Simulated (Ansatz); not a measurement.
Consider interstitial Mg in zinc-blende GaAs, charge state +2. The step: Mg moves alone to another site; the atom moves 2.48 Å along (0.25, 0.25, -0.25) of the unit cell; the moving atom starts with neighbours 3 As at 2.57, As at 2.59; 6 Ga at 2.97 Å and ends with 3 As at 2.87, 3 As at 2.88; 3 Ga at 2.70, Ga at 2.71 Å. DFT values are from Ansatz (plane waves, PAW files of an earlier set, 420 eV unless said) in a cell of 64 host sites, spin-restricted, static, with no finite-size correction. The charge state is imposed; whether it is stable for some Fermi level was not computed. Sites that were not tried may lie lower. For the PBE band: the saddle point's order was not checked, and it lies on a symmetry element of the cell, where a band can be held.

```json
[
 {"Level": "CHGNet universal potential (has no charge state), its own band", "Forward barrier (eV)": "0.16", "Cost of the band or of the saddle's single point": "-"},
 {"Level": "PBE, one k-point at (0.250, 0.250, 0.250), band relaxed", "Forward barrier (eV)": "0.74", "Cost of the band or of the saddle's single point": "around 25 core-minutes (rough)"},
 {"Level": "PBE, a 2×2×2 k-point mesh shifted by half a step, same geometries", "Forward barrier (eV)": "0.74", "Cost of the band or of the saddle's single point": "roughly 7 core-minutes"},
 {"Level": "r2SCAN at 500 eV, one k-point at (0.250, 0.250, 0.250), same geometries", "Forward barrier (eV)": "0.79", "Cost of the band or of the saddle's single point": "around 4 core-minutes (rough)"}
]
```

Ansatz is a first-principles code.
